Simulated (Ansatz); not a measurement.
System: SrO (P6₃/mmc, No. 194, 4 atoms in the cell; start mp-754824; a measured phase of this formula has another space group). Method: r²SCAN in Ansatz (PAW).

Settings: plane-wave cutoff 560 eV, 12×12×8 k mesh (along the axes of the cell as run), Fermi–Dirac smearing 0.01 eV, scalar-relativistic PAW data made under PBE.

Cell (relaxed at this level):

Space group P6₃/mmc (No. 194); a = b = 4.2699 Å, c = 5.1444 Å, α = β = 90.00°, γ = 120.00°

| atom | site | symmetry | x | y | z |
|---|---|---|---|---|---|
| Sr | 2d | -6m2 | 0.6667 | 0.3333 | 0.2500 |
| O | 2c | -6m2 | 0.3333 | 0.6667 | 0.2500 |

### Question
What does this level give for the band gap?

### Answer

- band gap = 3.03 eV

Spin–orbit coupling is not included.

The computed numbers hold no vibrational or temperature effects.

The result took about 20 core-seconds (a rough figure).

A start named mp-… is a Materials Project structure, which need not be a measured phase.

Ansatz is an electronic-structure program.
